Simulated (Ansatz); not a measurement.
**A computed series for hypothetical simple cubic Ag: pressure series**

Consider Ag in the simple cubic structure (space group Pm-3m, No. 221; a hypothetical phase, not in the database extracts checked).

```xyz
1
Lattice="2.7503 0.0000 0.0000 0.0000 2.7503 0.0000 0.0000 0.0000 2.7503" Properties=species:S:1:pos:R:3 pbc="T T T"
Ag     0.0000     0.0000     0.0000
```

Cell and atoms are relaxed at each pressure.

Method: PBE (Ansatz, a program for electronic structure, PAW, no spin-orbit coupling).

Notes on the quantities. enthalpy: H = E + PV relative to the base's energy.

```csv
change,lattice parameter a,enthalpy
base,275.0 pm,–
pressure −2 GPa,278.1 pm,-0.26 eV/atom
pressure −1 GPa,276.5 pm,-0.13 eV/atom
pressure 0.3 GPa,274.6 pm,+0.04 eV/atom
pressure 0.7 GPa,274.1 pm,+0.09 eV/atom
pressure 1.5 GPa,273.1 pm,+0.19 eV/atom
pressure 3 GPa,271.4 pm,+0.38 eV/atom
pressure 5 GPa,269.4 pm,+0.63 eV/atom
pressure 7.5 GPa,267.1 pm,+0.93 eV/atom
pressure 10 GPa,265.2 pm,+1.22 eV/atom
```

Load acts through the strain it causes; cell and atoms are relaxed under it. Stability against distortions was not tested. Competing high-pressure phases were not computed.
